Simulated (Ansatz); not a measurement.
## GaN under a change: biaxial strain −3.00 %, plane normal [001], relaxed out of plane

Consider GaN in the zinc blende structure (space group F-43m, No. 216; a = 4.455 Å). Axes: x, y, z lie along the cube axes.

Modification: compressive biaxial strain of 3.00 % in the plane normal to [001], as in epitaxy on a mismatched substrate; the out-of-plane cell vector and the atoms relax.

All numbers come from LDA (Ansatz, an electronic-structure program; PAW; 420 eV plane waves; no spin-orbit coupling). k-mesh 13×13×13 (Γ-centred); smearing 0.05 eV (Fermi–Dirac).

| quantity | base | changed | shift |
|---|---|---|---|
| space group | F-43m (No. 216) | I-4m2 (No. 119) | – |
| shortest interatomic distance | 1.929 Å | 1.912 Å | -0.017 Å |
| energy relative to the base (free energy F) | 0 meV/atom | +18 meV/atom | +18 meV/atom |
| band gap | 1.96 eV | 2.03 eV | +0.07 eV |
| gap character | direct at Γ | direct at Γ | – |
| electron mass | 0.18 mₑ (at Γ) | 0.20 mₑ out of plane, 0.18 mₑ in plane (at Γ) | – |
| valence-band top at Γ (three highest levels, from the VBM) | 0.00, 0.00, 0.00 eV | 0.00, 0.00, -0.34 eV | – |
| valley order (the lowest conduction-band minima on the path, energy above the VBM, named in the base's zone) | Γ 1.96 eV; X along ⟨100⟩ 3.27 eV | Γ 2.03 eV; X along [010] 3.03 eV; X along [001] 3.50 eV | – |
| out-of-plane strain | – | +3.17 % | – |
| ratio −ε⊥/ε∥ | – | 1.06 | – |

Cost of the whole job for the changed cell (relaxation, final SCF and bands): about 50 core-seconds (a rough figure).

Effective masses come from finite differences of ±0.01 Å⁻¹. Whether these cells are dynamically stable was not tested. This is not the structure that GaN has at room temperature and ambient pressure. Labels are those of the standard path for the cell's own space group.
